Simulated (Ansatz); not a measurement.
A constructed model of the (111) surface of fcc Ag, a layer of Sn in place of the second plane (bottom of the slab: a bare face, its two planes held)

Level of theory: PBE (plane waves to 420 eV, PAW; Ansatz, a quantum-chemistry and plane-wave program).

Set-up: 6 atoms, 11.9 Å thick at the start with caps and adatoms (thin: gaps and levels are the slab's own); mesh 15x15x1; 0.1 eV smearing; dipole correction on; 2 atoms held, the rest relaxed; symmetry of the start imposed; no spin, no spin-orbit, no U. In PBE it is, or lies within 0.01 eV a 1x1 cell of, the lowest of the 2 structures of its composition computed so far; subsurface sites and larger cells were not tried.

```
Quantity                                                       Result
-----------------------------  --------------------------------------
work function of the top face                                 4.65 eV
energy released by relaxation                                 0.24 eV
cost                           about 80 core-seconds (a rough figure)
```
